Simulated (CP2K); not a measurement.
Troubleshooting CP2K: a failed run on SiO2 (P6_422, 9 atoms in the cell). The aim is a self-consistent single point with DFT LDA (Pade form), GPW, DZVP-MOLOPT-SR-GTH basis, GTH-PADE potentials (GTH_POTENTIALS).

Cell that was meant: a = 4.9436 Å, b = 4.9436 Å, c = 5.4133 Å, α = 90.00°, β = 90.00°, γ = 120.00°.

Part of the input:

```
        METHOD BROYDEN_MIXING
        ALPHA 0.4
        NBUFFER 8
        BETA 0
      &END MIXING
      &SMEAR ON
        METHOD FERMI_DIRAC
```

Output (repeated stretches shortened):

```
 GLOBAL| Method name                                                        CP2K
 GLOBAL| Project name                                                        scf
 GLOBAL| Run type                                                   ENERGY_FORCE

 CELL| Volume [angstrom^3]:                                           114.574198
   [... lines left out ...]
 BRILLOUIN| K-point scheme                                        Monkhorst-Pack
 BRILLOUIN| K-Point grid                                             4    4    3
 BRILLOUIN| Gamma-centered k-point mesh                                     ON
 BRILLOUIN| K-point symmetry accuracy                               0.100000E-05
 BRILLOUIN| K-Point point group symmetrization                               OFF
 BRILLOUIN| Wavefunction type                                            COMPLEX
 BRILLOUIN| List of Kpoints [2 Pi/Bohr]                                       26
 BRILLOUIN| Number           Weight            X              Y              Z
 BRILLOUIN|     1           0.04167       -0.25000       -0.25000       -0.33333
 BRILLOUIN|     2           0.04167       -0.25000       -0.25000        0.00000
 BRILLOUIN|     3           0.04167       -0.25000       -0.25000        0.33333
   [... 23 lines left out ...]
 *******************************************************************************

 *******************************************************************************
 *   ___                                                                       *
 *  /   \                                                                      *
 * [ABORT]                                                                     *
 *  \___/      Mixing employing the Kerker damping factor needs BETA /= 0.0    *
 *    |                                                                        *
 *  O/|                                                                        *
 * /| |                                                                        *
 * / \                                             qs_scf_initialization.F:740 *
 *******************************************************************************

 ===== Routine Calling Stack =====

            3 qs_energies
            2 qs_forces
            1 CP2K
Abort(1) on node 0 (rank 0 in comm 0): application called MPI_Abort(MPI_COMM_WORLD, 1) - process 0
```

Task: Read the log: what does the program object to, and what is the fix?

Result: The fault is a screening parameter of zero in the density mixing; here the program stops on it instead of giving results. To fix it, leave the parameter to its default or give it a positive value. The program stopped before any SCF iteration.

An input that runs soundly differs in these lines (not the only fix; some lines may just follow from the change or write a value another way):
```diff
-        BETA 0
+        BETA 1
```

With that input, the run converged in 14 iterations: free energy E − TS -2952.6084 eV; top of the valence band (on the code's own zero) 1.14 eV; gap on the k-point mesh 7.56 eV; pressure 11.87 GPa; largest force (vector length) 0.675 eV/Å (DFT LDA (Pade form), GPW, DZVP-MOLOPT-SR-GTH basis, GTH-PADE potentials (GTH_POTENTIALS)).

On the sound input: the starting cell comes from a database of computed structures (which also holds hypothetical and non-ambient phases and stackings), without a prior relaxation at this level. Its lattice was rescaled by a random factor within 2.5 % of one. Values carry the incompleteness of an atom-centred basis. With a pressure of about 12 GPa the cell is away from its equilibrium volume at this level.
